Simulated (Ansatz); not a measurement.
Pressure series in LiNbO3

The reference is LiNbO3 (space group R3c, No. 161; a = 5.1375 Å, c = 13.8847 Å (hexagonal axes)).

Cell and atoms are relaxed at each pressure.

Method: r2SCAN (Ansatz, a quantum-chemistry and plane-wave program, PAW, no spin-orbit coupling).

```
pressure (GPa)  volume per atom (Å³/atom)
--------------  -------------------------
-2                                 10.774
-1                                 10.674
0                                  10.579
15                                  9.559
22.5                                    ?
30                                  8.872
```

Q: Fit the third-order Birch–Murnaghan form P(V) = (3B₀/2)[(V₀/V)^(7/3) − (V₀/V)^(5/3)]·[1 + (3/4)(B₀′ − 4)((V₀/V)^(2/3) − 1)] (squares taken in P) to the rows shown and predict the withheld row.

A: Least squares on the printed values gives V₀ = 10.585 Å³/atom, B₀ = 120 GPa, B₀′ = 3.9; this predicts 9.187 Å³/atom, and the run gives 9.191 Å³/atom, 0.004 higher.

Load acts through the strain it causes; cell and atoms are relaxed under it. Whether these cells are dynamically stable was not tested. No other phases were tried under pressure.
